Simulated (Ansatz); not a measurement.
The starting structures come from a database of crystals and need not be the phases stable at ambient conditions.

 Where the default PAW files enter, the runs use the earlier of Ansatz's two default sets.

Given:

```xyz
14
Lattice="5.8772 0.0000 0.0000 -2.9386 5.0898 0.0000 2.9386 1.6966 4.7987" Properties=species:S:1:pos:R:3 pbc="T T T"
Ge     5.8772     3.3932     4.1989
Ge     1.4693     2.5449     1.7995
Ge     4.4079     2.5449     1.7995
Ge     0.0000     5.0898     1.7995
Ge     0.0000     0.0000     0.0000
Ge     2.9386     5.0898     3.5991
N      5.8772     1.8074     2.9601
N      2.9386     1.6966     2.8817
N      4.5038     4.1861     2.9601
N      1.5652     0.9037     0.6390
N      1.3734     4.1861     2.9601
N      4.3120     0.9037     0.6390
N      0.0000     3.3932     0.7173
N      2.9386     3.2825     0.6390
```

Space group of this cell: Fd-3m. The cell is taken as given; by PBEsol its mean pressure is -6.4 GPa.

These are PBEsol (plane waves, PAW; Ansatz, a program for electronic structure) values and carry that method's errors.

The current runs along the normal of the first two printed vectors; no spin-orbit coupling. Scaled by the factor s: both lengths across the current (ions clamped). Meshes 8×8×8 and 6×6 across the current in all rows.

```json
[
 {"s": "0.98", "mean pressure (GPa)": "2.9", "band gap (eV)": "?"},
 {"s": "1.00", "mean pressure (GPa)": "-6.4", "band gap (eV)": "1.87"},
 {"s": "1.02", "mean pressure (GPa)": "-13.8", "band gap (eV)": "1.29"}
]
```

Question: Take the slope of the band gap against ln s from the two given rows, extrapolate to s = 0.98, and say what the run there gives.

Answer: Slope = (1.29 − 1.87) / ln 1.02 = -29.3 eV. The line gives 1.87 + (-29.3) × ln 0.98 = 2.46 eV. The run gives 2.03 eV, 0.43 eV under the line, 73 % of the predicted step.
